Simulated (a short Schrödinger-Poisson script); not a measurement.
From a short Schrödinger-Poisson script (our own, NumPy): one-band effective-mass equation with BenDaniel-Duke matching, electrons, heavy and light holes apart, hard walls at the outer ends, one valence edge for both holes (no strain splitting), no charge, excitons, band mixing or non-parabolicity; under a field the levels are quasi-bound states of a box, listed while three quarters of their weight lies within 4 nm of the wells.

Stack: single In0.15Ga0.85N/GaN quantum well.

From the first side: 12 nm GaN; 3 nm In0.15Ga0.85N, built-in field 1900 kV/cm; 12 nm GaN.

The device is made up for the run: typed textbook-type constants, with dimensions and the other settings drawn at random. In0.15Ga0.85N: direct gap (eV) 2.847, conduction-band edge (eV) 0, electron mass (mₑ) 0.1805, heavy-hole mass 1.7, light-hole mass 0.3. GaN: direct gap (eV) 3.43, conduction-band edge (eV) 0.408, electron mass (mₑ) 0.2, heavy-hole mass 1.9, light-hole mass 0.33.

The valence-band edge of each layer lies one gap below its conduction-band edge. The electron's potential energy rises along the stack by the applied field and, inside the well alone, by the built-in field (unscreened; none in the barriers). Mesh 0.03 nm at interfaces.

Task: Give the shift of e1-hh1 at 115 kV/cm (meV); the e1-hh1 transition at zero applied field (eV); the squared e1-hh1 overlap at zero applied field.

Result: shift of e1-hh1 at 115 kV/cm (meV): -27.4; e1-hh1 transition at zero applied field (eV): 2.714; squared e1-hh1 overlap at zero applied field: 0.06. Excitons, screening of the built-in field, fields in the barriers and alloy fluctuations are left out, and strain enters only through the typed gaps and offsets, so measured lines lie elsewhere.
